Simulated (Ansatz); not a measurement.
A self-consistent single point of ZnNi (P4mm, 2 atoms in the cell) with Ansatz (a first-principles code).

Method: PBEsol, default PAW files made with PBE (plane waves; Ansatz).

The change in words: lattice scaled by 0.98; basis.ecutwfc: 30.9 Ry → 41.5 Ry. Reference geometry:
```
CELL_PARAMETERS angstrom
      2.88046     0.00000     0.00000
      0.00000     2.88046     0.00000
      0.00000     0.00000     2.88046
ATOMIC_POSITIONS crystal
  Zn 0.50000 0.50000 0.51736
  Ni 0.00000 0.00000 0.00000
```

Reference input (self-consistent single point, DFT, PBEsol, plane waves, default PAW files made with PBE): basis.ecutwfc = 30.9 Ry; kpoints.mp_grid.grid = 11 11 11; hamiltonian.xc = pbesol; hamiltonian.pseudopotentials = {kind: paw} (the program's default PAW files); scf.occupations.method = gaussian; scf.occupations.width = 0.0073 Ry. This run's input differs from it in these lines:

Ansatz 0.2 input:
```diff
@@ -3,5 +3,5 @@
   lattice:
-    - [2.88046300, 0.00000000, 0.00000000]
-    - [0.00000000, 2.88046300, 0.00000000]
-    - [0.00000000, 0.00000000, 2.88046300]
+    - [2.82285400, 0.00000000, 0.00000000]
+    - [0.00000000, 2.82285400, 0.00000000]
+    - [0.00000000, 0.00000000, 2.82285400]
   atoms:
@@ -10,3 +10,3 @@
 basis:
-  ecutwfc: 30.9 Ry
+  ecutwfc: 41.5 Ry
 kpoints:
```

Output (repeated stretches shortened):

```
SCF iter   1: F=—  HF=-9086.402057 eV  |F-HF|=—  |Δ(HF+E_count)|=         —  Δρ=2.68e-2  dr2=1.01e-1  ethr=1.77e-3  ⟨swp⟩=5.3  Hψ=11244  notcnv=0
all-band conjugate gradients solve this SCF's bands
preconditioner: auto → none
SCF iter   2: F=—  HF=-9086.390264 eV  |F-HF|=—  |Δ(HF+E_count)|=   1.18e-2  Δρ=1.25e-2  dr2=2.60e-2  ethr=3.37e-4  ⟨swp⟩=2.0  Hψ=4530  notcnv=0  defer=7
SCF iter   3: F=—  HF=-9086.387357 eV  |F-HF|=—  |Δ(HF+E_count)|=   2.91e-3  Δρ=2.57e-3  dr2=7.66e-4  ethr=8.67e-5  ⟨swp⟩=2.1  Hψ=4063  notcnv=0  defer=7
SCF iter   4: F=—  HF=-9086.386938 eV  |F-HF|=—  |Δ(HF+E_count)|=   4.19e-4  Δρ=7.02e-4  dr2=7.33e-5  ethr=2.55e-6  ⟨swp⟩=2.1  Hψ=3472  notcnv=0  defer=7
SCF iter   5: F=—  HF=-9086.386914 eV  |F-HF|=—  |Δ(HF+E_count)|=   2.41e-5  Δρ=1.61e-4  dr2=2.12e-6  ethr=2.44e-7  ⟨swp⟩=2.1  Hψ=3374  notcnv=0  defer=7
SCF iter   6: F=-9086.386915 eV  HF=-9086.386915 eV  |F-HF|=5.42e-9  |Δ(HF+E_count)|=   3.76e-7  Δρ=1.09e-5  dr2=3.33e-9  ethr=3.33e-10  ⟨swp⟩=6.0  Hψ=14595  notcnv=0
SCF 1 converged in 6 iterations: F = -9086.386915 eV  dr2 = 3.33e-9
Free energy (F): -9086.386915 eV
Internal energy: -9086.379328 eV  (E = F + TS)
E sigma→0 (E₀):  -9086.383121 eV
Entropy (-TS):   -0.007587 eV (-3.793 meV/atom)
Fermi energy:    16.260217 eV
--- Forces (eV/Å), atoms counted from 1 ---
  atom   1  Zn     0.00000000     0.00000000    -0.38183409
  atom   2  Ni    -0.00000000     0.00000000     0.38184727
--- Stress (GPa, compression-positive) ---
        3.894695       0.000000       0.000000
        0.000000       3.894695       0.000000
        0.000000       0.000000       3.610486
  P = ⅓ Tr σ = 3.8000 GPa (38.000 kbar)
  The stress holds the Pulay correction. Without it, at fixed plane waves, as pw.x and ABINIT print it: P = 3.7847 GPa
```

The run converged in 6 iterations. Against the reference run the free energy falls by 8.5 meV/atom, the pressure goes from -6.16 to 3.80 GPa and the largest force goes from 0.304 to 0.382 eV/Å.

The starting cell comes from a database of computed structures (which also holds hypothetical and non-ambient phases and stackings), without a prior relaxation at this level. Its lattice was rescaled by up to half a per cent. One atom was moved a little off its site on purpose. For this run, on top of that: lattice scaled by 0.98. Spin polarisation is off. Ansatz's pressure includes its estimate of the finite-basis (Pulay) stress.
